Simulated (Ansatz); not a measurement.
Worked example: self-consistent single point of Sc₃Pd (Pm-3m, 4 atoms in the cell) in Ansatz (a quantum-chemistry and plane-wave program).

Method: LDA (PW92), default PAW files made with PBE (plane waves; Ansatz).

```xyz
4
Lattice="4.3482 0.0000 0.0000 0.0000 4.3482 0.0000 0.0000 0.0000 4.3482" Properties=species:S:1:pos:R:3 pbc="T T T"
Sc     0.0000     2.1741     2.1741
Sc     2.1741     2.1741     0.0000
Sc     2.1741     0.0000     2.1741
Pd     0.0000     0.0000     0.0000
```

Reference input (self-consistent single point, DFT, LDA (PW92), plane waves, default PAW files made with PBE): kpoints.mp_grid.grid = 10 10 10; hamiltonian.xc = lda; hamiltonian.pseudopotentials = {kind: paw} (the program's default PAW files); scf.occupations.method = fermi_dirac; scf.occupations.width = 0.05 eV. This run's input differs from it in these lines:

Ansatz 0.2 input:
```diff
@@ -16,3 +16,3 @@
 scf:
-  occupations: { method: fermi_dirac, width: 0.05 }
+  occupations: { method: fermi_dirac, width: 0.03 }
 output:
```

Output (repeated stretches shortened):

```
SCF iter   1: F=—  HF=-13112.821952 eV  |F-HF|=—  |Δ(HF+E_count)|=         —  Δρ=8.86e-3  dr2=6.61e-2  ethr=1.77e-3  ⟨swp⟩=4.1  Hψ=5994  notcnv=0
all-band conjugate gradients solve this SCF's bands
preconditioner: auto → Kerker (q_TF=auto, 2.520 Å⁻¹)
SCF iter   2: F=—  HF=-13112.812537 eV  |F-HF|=—  |Δ(HF+E_count)|=   9.41e-3  Δρ=3.08e-3  dr2=5.27e-3  ethr=1.30e-4  ⟨swp⟩=2.0  Hψ=2944  notcnv=0
SCF iter   3: F=—  HF=-13112.811914 eV  |F-HF|=—  |Δ(HF+E_count)|=   6.22e-4  Δρ=1.04e-3  dr2=5.61e-4  ethr=1.03e-5  ⟨swp⟩=2.0  Hψ=2525  notcnv=0
SCF iter   4: F=—  HF=-13112.811914 eV  |F-HF|=—  |Δ(HF+E_count)|=   6.46e-7  Δρ=2.02e-4  dr2=4.24e-5  ethr=1.10e-6  ⟨swp⟩=1.6  Hψ=2011  notcnv=0
SCF iter   5: F=—  HF=-13112.811905 eV  |F-HF|=—  |Δ(HF+E_count)|=   8.71e-6  Δρ=4.65e-5  dr2=2.02e-6  ethr=8.31e-8  ⟨swp⟩=2.0  Hψ=1827  notcnv=0
SCF iter   6: F=-13112.811905 eV  HF=-13112.811905 eV  |F-HF|=1.79e-8  |Δ(HF+E_count)|=   3.41e-7  Δρ=8.04e-6  dr2=4.23e-8  ethr=1.96e-10  ⟨swp⟩=2.8  Hψ=6018  notcnv=0
SCF 1 converged in 6 iterations: F = -13112.811905 eV  dr2 = 4.23e-8
Free energy (F): -13112.811905 eV
Internal energy: -13112.784900 eV  (E = F + TS)
E sigma→0 (E₀):  -13112.798402 eV
Entropy (-TS):   -0.027005 eV (-6.751 meV/atom)
Fermi energy:    11.961525 eV
--- Forces (eV/Å), atoms counted from 1 ---
  atom   1  Sc     0.00000000    -0.00000000     0.00000000
   [... zero for the other atoms too ...]
--- Stress (GPa, compression-positive) ---
       -6.122467       0.000000       0.000000
        0.000000      -6.122467       0.000000
        0.000000       0.000000      -6.122467
  P = ⅓ Tr σ = -6.1225 GPa (-61.225 kbar)
  The stress holds the Pulay correction. Without it, at fixed plane waves, as pw.x and ABINIT print it: P = -6.1342 GPa
```

The run converged in 6 iterations. Against the reference run the free energy goes up by 5.7 meV/atom and the pressure hardly changes (-6.04 to -6.12 GPa).

The starting cell was generated: these elements placed on a structure prototype, without a prior relaxation; it need not be a known phase or ordering of this composition. Its lattice was rescaled by a random factor within 2.5 % of one. Spin polarisation is off. With a pressure of about -6 GPa the cell is away from its equilibrium volume at this level. Ansatz's pressure includes its estimate of the finite-basis (Pulay) stress.
